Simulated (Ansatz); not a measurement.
Electronic density of states of amorphous Ti20O41Ba, density 3.74 g/cm³, on a 2×2×2 Γ-centred mesh with a Gaussian width of 0.1 eV; energies count from the Fermi level, whose place inside the gap is arbitrary. Cell and mesh are small, so fine structure isn't converged. These are PBE, scalar-relativistic without spin-orbit coupling (plane waves to 420 eV, PAW; Ansatz, a quantum-chemistry and plane-wave program) values and carry that method's errors. Sampling: a 2×2×2 Γ-centred mesh; Fermi-Dirac width 0.02 eV; no spin polarisation.

It comes from a melt-quench run on a machine-learned potential (CHGNet), relaxed afterwards by DFT. O atoms were pushed apart under 1.9 Å during the dynamics, to hinder bonds among them. The hot cell started wider than the set density and was brought back towards it in steps. It is the lowest in DFT energy of 2 quenches. It is a model cell: composition and starting density were chosen by hand, and all elements were melted together. No dispersion term was used. Its density started from a set value of 3.74 and ended at 3.74 g/cm³. The quench (nominally 240 K/ps over its main leg) was far faster than any real one, so the model tends to hold more defects than a real film. One small periodic cell is one sample of the glass; other quenches scatter about these values. The volume was held where the preparation left it and the shape relaxed, at a PBE pressure of -0.3 GPa (tension).

(E - EF (eV), states/(eV atom)): (-12.00, 0.00); (-11.90, 0.00); (-11.80, 0.00); (-11.70, 0.00); (-11.60, 0.01); (-11.50, 0.10); (-11.40, 0.34); (-11.30, 0.33); (-11.20, 0.17); (-11.10, 0.03); (-11.00, 0.00); (-10.90, 0.00); (-10.80, 0.00); (-10.70, 0.00); (-10.60, 0.00); (-10.50, 0.00); (-10.40, 0.00); (-10.30, 0.00); (-10.20, 0.00); (-10.10, 0.00); (-10.00, 0.00); (-9.90, 0.00); (-9.80, 0.00); (-9.70, 0.00); (-9.60, 0.00); (-9.50, 0.00); (-9.40, 0.00); (-9.30, 0.00); (-9.20, 0.00); (-9.10, 0.00); (-9.00, 0.00); (-8.90, 0.00); (-8.80, 0.00); (-8.70, 0.00); (-8.60, 0.00); (-8.50, 0.00); (-8.40, 0.00); (-8.30, 0.00); (-8.20, 0.00); (-8.10, 0.00); (-8.00, 0.00); (-7.90, 0.00); (-7.80, 0.00); (-7.70, 0.00); (-7.60, 0.00); (-7.50, 0.00); (-7.40, 0.00); (-7.30, 0.00); (-7.20, 0.00); (-7.10, 0.00); (-7.00, 0.00); (-6.90, 0.00); (-6.80, 0.00); (-6.70, 0.00); (-6.60, 0.00); (-6.50, 0.00); (-6.40, 0.00); (-6.30, 0.00); (-6.20, 0.00); (-6.10, 0.00); (-6.00, 0.07); (-5.90, 0.31); (-5.80, 0.49); (-5.70, 0.57); (-5.60, 0.70); (-5.50, 0.88); (-5.40, 0.85); (-5.30, 0.83); (-5.20, 0.99); (-5.10, 1.14); (-5.00, 1.18); (-4.90, 1.19); (-4.80, 1.19); (-4.70, 1.15); (-4.60, 1.08); (-4.50, 0.98); (-4.40, 0.97); (-4.30, 0.96); (-4.20, 0.91); (-4.10, 0.83); (-4.00, 0.81); (-3.90, 0.83); (-3.80, 0.83); (-3.70, 0.80); (-3.60, 0.77); (-3.50, 0.77); (-3.40, 0.82); (-3.30, 0.82); (-3.20, 0.79); (-3.10, 0.78); (-3.00, 0.86); (-2.90, 0.85); (-2.80, 0.87); (-2.70, 0.89); (-2.60, 0.83); (-2.50, 0.86); (-2.40, 0.96); (-2.30, 0.98); (-2.20, 0.96); (-2.10, 0.98); (-2.00, 0.91); (-1.90, 0.87); (-1.80, 0.86); (-1.70, 0.77); (-1.60, 0.66); (-1.50, 0.60); (-1.40, 0.43); (-1.30, 0.20); (-1.20, 0.03); (-1.10, 0.00); (-1.00, 0.00); (-0.90, 0.00); (-0.80, 0.00); (-0.70, 0.00); (-0.60, 0.00); (-0.50, 0.00); (-0.40, 0.00); (-0.30, 0.00); (-0.20, 0.00); (-0.10, 0.00); (0.00, 0.00); (0.10, 0.00); (0.20, 0.00); (0.30, 0.00); (0.40, 0.00); (0.50, 0.00); (0.60, 0.00); (0.70, 0.00); (0.80, 0.00); (0.90, 0.00); (1.00, 0.00); (1.10, 0.00); (1.20, 0.03); (1.30, 0.22); (1.40, 0.52); (1.50, 0.64); (1.60, 0.77); (1.70, 0.90); (1.80, 1.01); (1.90, 1.02); (2.00, 1.07); (2.10, 1.04); (2.20, 0.96); (2.30, 0.92); (2.40, 0.95)

The gap on this mesh is 2.62 eV; the broadening fills part of it in the curve.
